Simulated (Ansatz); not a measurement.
System: fcc Yb. Method: BLYP in Ansatz (plane waves, PAW).

The input as run:

Ansatz 0.2 input:
```yaml
crystal:
  lattice:
    - [0.0, 2.6157769873, 2.6157769873]
    - [2.6157769873, 0.0, 2.6157769873]
    - [2.6157769873, 2.6157769873, 0.0]
  atoms:
    - { symbol: Yb, position: [0.0, 0.0, 0.0] }
basis:
  ecutwfc: 520
  ecutrho_ratio: 4
  xc_grid: 2
kpoints:
  mp_grid: { grid: [18, 18, 18] }
hamiltonian:
  xc: blyp
  dispersion: none
  pseudopotentials: { kind: paw }
scf:
  occupations: { method: fermi_dirac, width: 0.05 }
  convergence: { dr2_threshold: 0.0000000001 }
output:
  forces: false
  stress: true
  eigenvalues: true
```

Excerpt of the program's output:

```
Crystal: 1 atoms, lattice volume = 35.796 Å³
Basis set: ecut = 520 eV, 941 PW (Γ), exchange–correlation on 60×60×60 points (8 copies of the dense FFT grid, shifted against one another)
Bands: 16, of which v1, the nominal top of the filled ones, is band 12 counted from 1 (11 counted from 0)
Symmetry: 48 space group operations
Space group: Fm-3m (ITA 225), of the structure as read, at distance tolerance 3.3e-5 Å
k-points: 195 of 5832
Functional: x = b88, c = lyp
SCF iter   1: F=—  HF=-13818.337165 eV  |F-HF|=—  |Δ(HF+E_count)|=         —  Δρ=1.25e-2  dr2=5.46e-2
SCF iter   2: F=—  HF=-13818.331669 eV  |F-HF|=—  |Δ(HF+E_count)|=   5.50e-3  Δρ=5.82e-3  dr2=1.50e-2
  ...
SCF iter  10: F=—  HF=-13818.329085 eV  |F-HF|=—  |Δ(HF+E_count)|=   1.89e-9  Δρ=1.20e-6  dr2=4.18e-10
SCF iter  11: F=-13818.329085 eV  HF=-13818.329085 eV  |F-HF|=1.27e-11  |Δ(HF+E_count)|=   1.22e-9  Δρ=2.74e-7  dr2=2.08e-11
SCF 1 converged in 11 iterations: F = -13818.329085 eV  dr2 = 2.08e-11
SCF converged after 11 iterations
Free energy (F): -13818.329085 eV
Internal energy: -13818.319410 eV  (E = F + TS)
E sigma→0 (E₀):  -13818.324247 eV
Fermi energy:    11.200213 eV
--- Stress (GPa, compression-positive) ---
        0.744225      -0.000000      -0.000000
       -0.000000       0.744225       0.000000
       -0.000000       0.000000       0.744225
  P = ⅓ Tr σ = 0.7442 GPa (7.442 kbar)
```

The cell is one volume of an energy–volume scan, off the minimum.

The PAW data were made under PBE.

The result took very roughly 8 core-seconds.

Ansatz is a quantum-chemistry and plane-wave program.
